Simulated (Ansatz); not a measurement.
## A computed series for WSe2: response to strain

Take WSe$_{2}$ (space group P6_3/mmc, No. 194; a = 3.2305 Å, c = 12.4111 Å; layered, stacked along the Cartesian z axis) as the base. Axes: x lies along a and z along c of the hexagonal cell.

Strains are applied to the cell and any free atomic positions relax.

Calculations: PBEsol-D3(BJ) in Ansatz (plane waves to 420 eV, PAW, no spin-orbit coupling).

Notes on the quantities. energy relative to the base: free energy F.

```json
[
 {"case": "base", "energy relative to the base": "0 meV/atom", "band gap": "0.67 eV", "smallest direct gap": "1.65 eV", "volume per atom": "18.70 Å³"},
 {"case": "uniaxial strain ε_xx = −3.00 %", "energy relative to the base": "+13 meV/atom", "band gap": "0.65 eV", "smallest direct gap": "1.48 eV", "volume per atom": "18.13 Å³"},
 {"case": "uniaxial strain ε_xx = −2.40 %", "energy relative to the base": "___", "band gap": "0.65 eV", "smallest direct gap": "1.51 eV", "volume per atom": "18.25 Å³"},
 {"case": "uniaxial strain ε_xx = −1.80 %", "energy relative to the base": "+4.5 meV/atom", "band gap": "0.65 eV", "smallest direct gap": "1.55 eV", "volume per atom": "18.36 Å³"},
 {"case": "uniaxial strain ε_xx = −1.20 %", "energy relative to the base": "+2.0 meV/atom", "band gap": "0.66 eV", "smallest direct gap": "1.58 eV", "volume per atom": "18.47 Å³"},
 {"case": "uniaxial strain ε_xx = −0.60 %", "energy relative to the base": "___", "band gap": "0.67 eV", "smallest direct gap": "1.62 eV", "volume per atom": "18.58 Å³"}
]
```

**Question.** Fill in the withheld entries from the trend.

**Answer.** 
- uniaxial strain ε_xx = −2.40 %, energy relative to the base: +8.2 meV/atom
- uniaxial strain ε_xx = −0.60 %, energy relative to the base: +0.5 meV/atom

With W present, leaving out spin-orbit coupling can change the band edges. Whether these cells are dynamically stable was not tested.

Ansatz is a quantum-chemistry and plane-wave program.
